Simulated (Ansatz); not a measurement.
System: interstitial P in zinc-blende BP (charge state -1). Method: PBE, PAW (plane waves to 420 eV; Ansatz, a first-principles code).

64-site cell at the relaxed PBE lattice, a 2×2×2 k-point mesh shifted by half a step, smearing 0.01 eV, spin-restricted, no finite-size correction. Static, classical nuclei. The charge state is imposed; whether it is stable for some Fermi level was not computed. Sites that were not tried may lie lower.

Barriers: single points on a 3×3×3 k-point mesh shifted by half a step at the bands' geometries.

The step: a direct jump of one P atom (a rearrangement that moves the defect's centre by under 1 Å). Atoms about the jump, Cartesian Å from the middle of the jump, before and after:

| atom | x0 | y0 | z0 | x1 | y1 | z1 |
|---|---|---|---|---|---|---|
| P1 | 0.00 | 0.36 | -0.36 | 0.00 | -0.36 | 0.36 |
| B2 | 0.41 | 1.22 | 1.25 | 0.41 | 1.25 | 1.22 |
| B3 | 0.52 | -1.26 | -1.24 | 0.52 | -1.24 | -1.26 |
| P4 | -1.86 | -0.38 | -0.36 | -1.86 | -0.36 | -0.38 |
| P5 | 1.43 | 2.34 | 0.01 | 1.40 | 2.31 | -0.02 |
| P6 | 1.40 | -0.02 | 2.31 | 1.43 | 0.01 | 2.34 |
| P7 | 1.43 | -2.34 | 0.00 | 1.47 | -2.38 | -0.04 |
| P8 | 1.47 | -0.04 | -2.38 | 1.43 | 0.00 | -2.34 |
| B9 | -2.27 | -1.24 | 1.25 | -2.38 | -1.24 | 1.23 |
| B10 | -2.38 | 1.23 | -1.24 | -2.27 | 1.25 | -1.24 |
| B11 | 2.52 | 1.14 | -1.16 | 2.51 | 1.14 | -1.16 |
| B12 | 2.51 | -1.16 | 1.14 | 2.52 | -1.16 | 1.14 |
| P13 | -0.94 | 2.21 | -2.23 | -0.94 | 2.24 | -2.26 |
| P14 | -0.94 | -2.26 | 2.24 | -0.94 | -2.23 | 2.21 |
| P15 | -0.92 | -2.23 | -2.23 | -0.92 | -2.23 | -2.23 |
| P16 | -0.92 | 2.24 | 2.24 | -0.92 | 2.24 | 2.24 |
| B17 | 0.21 | 3.39 | -1.12 | 0.20 | 3.39 | -1.14 |
| B18 | 0.20 | -1.14 | 3.39 | 0.21 | -1.12 | 3.39 |
| B19 | 0.21 | 1.10 | -3.41 | 0.21 | 1.12 | -3.41 |
| B20 | 0.21 | -3.41 | 1.12 | 0.21 | -3.41 | 1.10 |
| P21 | 3.62 | -0.01 | -0.01 | 3.62 | -0.01 | -0.01 |

Give the saddle-point geometry and the barrier.


| atom | x | y | z |
|---|---|---|---|
| P1 | 0.01 | 0.00 | 0.00 |
| B2 | 0.44 | 1.27 | 1.27 |
| B3 | 0.53 | -1.29 | -1.29 |
| P4 | -1.89 | -0.38 | -0.38 |
| P5 | 1.42 | 2.32 | 0.00 |
| P6 | 1.42 | 0.00 | 2.32 |
| P7 | 1.45 | -2.37 | -0.03 |
| P8 | 1.45 | -0.03 | -2.37 |
| B9 | -2.34 | -1.25 | 1.23 |
| B10 | -2.34 | 1.23 | -1.25 |
| B11 | 2.51 | 1.13 | -1.16 |
| B12 | 2.51 | -1.16 | 1.13 |
| P13 | -0.95 | 2.21 | -2.24 |
| P14 | -0.95 | -2.24 | 2.21 |
| P15 | -0.92 | -2.24 | -2.24 |
| P16 | -0.92 | 2.25 | 2.25 |
| B17 | 0.20 | 3.37 | -1.13 |
| B18 | 0.20 | -1.13 | 3.37 |
| B19 | 0.21 | 1.10 | -3.41 |
| B20 | 0.21 | -3.41 | 1.09 |
| P21 | 3.62 | -0.02 | -0.02 |
It lies 0.37 eV above the start and 0.37 eV above the end. The saddle point's order was not checked, and it lies on a symmetry element of the cell, where a band can be held.
